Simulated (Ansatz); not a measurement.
**BP (model structure, started from the CdTe type, P6₄22, No. 181, 6 atoms in the cell)**

Level of theory: r²SCAN+rVV10 in Ansatz (plane waves, PAW).

Numerical settings: plane-wave cutoff 560 eV, 12×12×4 k mesh (along the axes of the cell as run), Fermi–Dirac smearing 0.01 eV, scalar-relativistic PAW data made under PBE.

Cell (relaxed at this level):

```
BP
1.0
    3.27275     0.00000     0.00000
   -1.63637     2.83428     0.00000
    0.00000     0.00000     6.99623
B P
3 3
Cartesian
 -0.81817   1.41712   4.66416
  0.81820   1.41716   0.00000
  1.63635   0.00000   2.33208
 -0.81817   1.41712   1.16604
  0.81820   1.41716   3.49812
  1.63635   0.00000   5.83019
```

```json
{
  "band_gap": "0.20 eV (on the SCF k mesh)"
}
```

Note: the relaxation could raise the start's symmetry but not lower it, so the cell can be a saddle point.

Static lattice: no zero-point or thermal effects.

Cost on a shared machine: roughly 2.8 core-minutes.

A model structure was made by putting elements into a prototype or built by hand; it is no filed structure, need not be a known phase, and can be a saddle point held by its symmetry.

Ansatz is a quantum-chemistry and plane-wave program.
